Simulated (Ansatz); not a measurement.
# Pressure series in MoSi2

Take MoSi2 (space group I4/mmm, No. 139; a = 3.202 Å, c = 7.819 Å) as the base.

Cell and atoms are relaxed at each pressure.

Computed with r2SCAN, PAW, 500 eV (Ansatz, a quantum-chemistry and plane-wave program; no spin-orbit coupling).

Notes on the quantities. enthalpy: H = E + PV relative to the base's energy.

```
variant           lattice parameter a       enthalpy
----------------  -------------------  -------------
base                          3.202 Å              –
pressure −2 GPa               3.213 Å  -0.17 eV/atom
pressure −1 GPa               3.207 Å  -0.08 eV/atom
pressure 0.3 GPa              3.200 Å  +0.02 eV/atom
pressure 0.7 GPa              3.198 Å  +0.06 eV/atom
pressure 1.5 GPa              3.194 Å  +0.12 eV/atom
pressure 3 GPa                      …  +0.25 eV/atom
pressure 5 GPa                3.177 Å  +0.41 eV/atom
pressure 7.5 GPa              3.165 Å  +0.62 eV/atom
pressure 10 GPa                     …  +0.82 eV/atom
```

Q: Some entries are withheld; estimate them.

A: 
- pressure 3 GPa, lattice parameter a: 3.186 Å
- pressure 10 GPa, lattice parameter a: 3.154 Å

The mesh was chosen for an insulator and is coarse for the gapless case. Load acts through the strain it causes; cell and atoms are relaxed under it. No phonon test of stability was made. No other phases were tried under pressure. All final runs are without spin polarisation.
